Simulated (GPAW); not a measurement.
A self-consistent single point of Be₃N₂ (R3m, 5 atoms in the cell) with GPAW

Level of theory: LDA (Perdew-Wang 92), GPAW PAW datasets LDA (gpaw-data 1.0.1) (plane waves; GPAW).

Input:

```python
from ase import Atoms
from ase.units import GPa
from gpaw import GPAW

atoms = Atoms(['Be', 'Be', 'Be', 'N', 'N'],
              cell=[[1.419805, 0.819725, 4.866217],
                    [-1.419805, 0.819725, 4.866217],
                    [0.000000, -1.639450, 4.866217]],
              positions=[[-0.000000, 0.000000, 12.540197],
                         [0.000000, -0.000000, 4.637845],
                         [-0.000000, -0.000000, 1.296506],
                         [0.000000, -0.000000, 2.980461],
                         [-0.000000, 0.000000, 10.342225]],
              pbc=True)

calc = GPAW(mode={'name': 'pw', 'ecut': 900},
            xc='LDA',
            kpts=(9, 9, 9),
            occupations={'name': 'fixed-uniform'},
            nbands=-6,
            convergence={'density': 1e-05, 'energy': 1e-05, 'bands': -4},
            symmetry={'symmorphic': False, 'tolerance': 0.0005},
            maxiter=100)

atoms.calc = calc

energy = atoms.get_potential_energy()
print('Energy (eV):', round(energy, 6))
forces = atoms.get_forces()
print('Forces (eV/Ang):')
print(forces.round(5))
stress = atoms.get_stress()
print('Stress (GPa, Voigt):', (stress / GPa).round(4))
```

The program printed (abridged):

```
Input parameters:
  convergence: {bands: -4,
                density: 1e-05,
                energy: 1e-05}
  kpts: [9 9 9]
  maxiter: 100
  mode: {ecut: 900,
         name: pw}
  nbands: -6
  occupations: {name: fixed-uniform}
  symmetry: {symmorphic: False,
             tolerance: 0.0005}

species:
  Be:
    name: Beryllium
    Z: 4.0
    valence: 2
    core: 2
    charge: 0.0
    file: Be.LDA.gz

    # Using partial waves for Be as LCAO basis

  N:
    name: Nitrogen
    Z: 7.0
    valence: 5
    core: 2
    charge: 0.0
    file: N.LDA.gz

    # Using partial waves for N as LCAO basis

Reference energy: -4121.314226  # eV

Spin-paired calculation

Convergence criteria:
 Maximum [total energy] change in last 3 cyles: 1e-05 eV / valence electron
 Maximum integral of absolute [dens]ity change: 1e-05 electrons / valence electron
 Maximum integral of absolute [eigenst]ate change: 4e-08 eV^2 / valence electron
 Maximum number of scf [iter]ations: 100

Symmetries present (total): 6
Symmetries with fractional translations: 0
729 k-points: 9 x 9 x 9 Monkhorst-Pack grid
85 k-points in the irreducible part of the Brillouin zone
       k-points in crystal coordinates                weights
   0:     0.00000000    0.00000000    0.00000000          1/729
   1:     0.11111111    0.00000000   -0.11111111          6/729
   2:     0.11111111    0.00000000    0.00000000          6/729
   [... 7 lines left out ...]
          ...
  84:     0.44444444    0.44444444    0.44444444          2/729

Wave functions: Plane wave expansion
  Cutoff energy: 900.000 eV
  Number of coefficients (min, max): 2039, 2101
  Pulay-stress correction: 0.000000 eV/Ang^3 (de/decut=0.000000)

Occupation numbers: # Uniform distribution of occupation numbers

Eigensolver

Densities:
  Coarse grid: 36*36*36 grid
  Fine grid: 72*72*72 grid
  Total Charge: 0.000000

Density mixing:
  Method: separate
  Backend: pulay
  Linear mixing parameter: 0.05
  old densities: 5
  Damping of long wavelength oscillations: 50

Hamiltonian:
  XC and Coulomb potentials evaluated on a 72*72*72 grid
  External potential:
    NoExternalPotential

Number of atoms: 5
Number of atomic orbitals: 20
Number of bands in calculation: 14
Number of valence electrons: 16
Bands to converge: 10

Density initialized from atomic densities
  14 bands from LCAO basis set

Atomic positions and initial magnetic moments

Positions:
   0 Be    -0.000000    0.000000   12.540197    ( 0.0000,  0.0000,  0.0000)
   1 Be     0.000000   -0.000000    4.637845    ( 0.0000,  0.0000,  0.0000)
   2 Be    -0.000000   -0.000000    1.296506    ( 0.0000,  0.0000,  0.0000)
   3 N      0.000000   -0.000000    2.980461    ( 0.0000,  0.0000,  0.0000)
   4 N     -0.000000    0.000000   10.342225    ( 0.0000,  0.0000,  0.0000)

Unit cell:
           periodic     x           y           z      points  spacing
  1. axis:    yes    1.419805    0.819725    4.866217    36     0.0674
  2. axis:    yes   -1.419805    0.819725    4.866217    36     0.0674
  3. axis:    yes    0.000000   -1.639450    4.866217    36     0.0674

  Lengths:   5.134965   5.134965   5.134965
  Angles:   32.102558  32.102558  32.102552

Effective grid spacing dv^(1/3) = 0.0900

     iter     time        total  log10-change:
                         energy   eigst   dens
iter:   1 --:--:--   -39.454902   +0.47
iter:   2 --:--:--   -38.787241   -0.73  -0.68
iter:   3 --:--:--   -36.717122   -0.46  -0.72
iter:   4 --:--:--   -36.700342   -2.19  -1.13
iter:   5 --:--:--   -36.653038   -2.24  -1.22
iter:   6 --:--:--   -36.643413   -2.15  -1.96
iter:   7 --:--:--   -36.641358   -2.71  -2.08
iter:   8 --:--:--   -36.640437   -4.15  -2.31
iter:   9 --:--:--   -36.640891   -3.16  -2.55
iter:  10 --:--:--   -36.639809   -3.68  -2.45
iter:  11 --:--:--   -36.639810   -5.57  -3.60
iter:  12 --:--:--   -36.639814c  -5.38  -3.60
iter:  13 --:--:--   -36.639805c  -5.98  -3.43
iter:  14 --:--:--   -36.639804c  -6.40  -3.73
iter:  15 --:--:--   -36.639804c  -6.32  -3.85
iter:  16 --:--:--   -36.639804c  -6.34  -3.76
iter:  17 --:--:--   -36.639804c  -7.19  -4.02
iter:  18 --:--:--   -36.639804c  -7.15  -4.12
iter:  19 --:--:--   -36.639803c  -7.28  -4.27
iter:  20 --:--:--   -36.639803c  -9.41c -5.03c

Converged after 20 iterations.

Dipole moment: (-0.000000, 0.000000, -8.456673) |e|*Ang

Energy contributions relative to reference atoms: (reference = -4121.314226)

Kinetic:        +34.135108
Potential:      -28.837739
External:        +0.000000
XC:             -41.990237
Entropy (-ST):   +0.000000
Local:           +0.053064
SIC:             +0.000000
--------------------------
Free energy:    -36.639803
Extrapolated:   -36.639803

Showing only first 2 kpts
 Kpt  Band  Eigenvalues  Occupancy
  0     6      6.85941    2.00000
  0     7      6.85941    2.00000
  0     8     12.96053    0.00000
  0     9     14.62339    0.00000

  1     6      5.75535    2.00000
  1     7      6.46660    2.00000
  1     8     13.97880    0.00000
  1     9     14.45794    0.00000

Fermi level: 8.30251

Gap: 2.886 eV
Transition (v -> c):
  (s=0, k=0, n=7, [0.00, 0.00, 0.00]) -> (s=0, k=79, n=8, [0.44, 0.44, -0.11])
Direct/indirect transitions are different
Direct gap: 4.047 eV
Transition at: (s=0, k=80, n=7, [0.44, 0.44, 0.00])
Energy (eV): -36.639803

Forces in eV/Ang:
  0 Be    0.00000    0.00000    0.00699
  1 Be    0.00000    0.00000   -0.02344
  2 Be    0.00000   -0.00000    0.01630
  3 N     0.00000   -0.00000   -0.00381
  4 N     0.00000    0.00000    0.00367

Stress tensor:
     0.026912     0.000000     0.000000
     0.000000     0.026912    -0.000000
     0.000000    -0.000000     0.028155
Stress (GPa, Voigt): [ 4.3117  4.3117  4.5109 -0.      0.      0.    ]
```

The run converged in 20 iterations. GPAW prints stress with tension positive.

At such cutoffs GPAW's stress carries a finite-basis (Pulay) error, which enters relaxed cells too; its log prints stress with tension positive.

The starting cell comes from a database of computed structures (which also holds hypothetical and non-ambient phases and stackings), without a prior relaxation at this level.

Cost on one core of a shared machine: roughly 90 s.
